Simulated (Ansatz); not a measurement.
Effective masses and thermopower of Li2Se (Fm-3m)

Here is the system:

```xyz
3
Lattice="0.0000 2.9726 2.9726 2.9726 0.0000 2.9726 2.9726 2.9726 0.0000" Properties=species:S:1:pos:R:3 pbc="T T T"
Li     4.4590     4.4590     4.4590
Li     1.4863     1.4863     1.4863
Se     0.0000     0.0000     0.0000
```

These are PBEsol, rigid bands (plane waves, PAW, scalar-relativistic; Ansatz, a first-principles code) values and carry that method's errors. Geometry: cell and atoms relaxed with PBEsol.

- band gap: 2.82 eV
- electron conductivity mass (300 K, dilute): 0.38 mₑ
- effective density of states N_c (300 K): 1.8e19 cm⁻³
- density-of-states mass, electrons: 0.81 mₑ
- Seebeck coefficient, n-type 1e19 cm⁻³, 300 K: -271 μV/K
- best n-type power factor at 300 K for τ = 10 fs (best axis; densities from 1e16 to 1e21 cm⁻³ tried, whether or not they can be reached): 8.0 μW/(cm·K²) at 1e20 cm⁻³

Rigid bands; masses and Seebeck coefficients take one relaxation time τ for all states and one kind of carrier; polarons and phonon drag are left out. Spin-orbit coupling is left out.

Formula and space group known from diffraction (Crystallography Open Database), not checked to be the room-temperature form: Li2Se (Fm-3m).
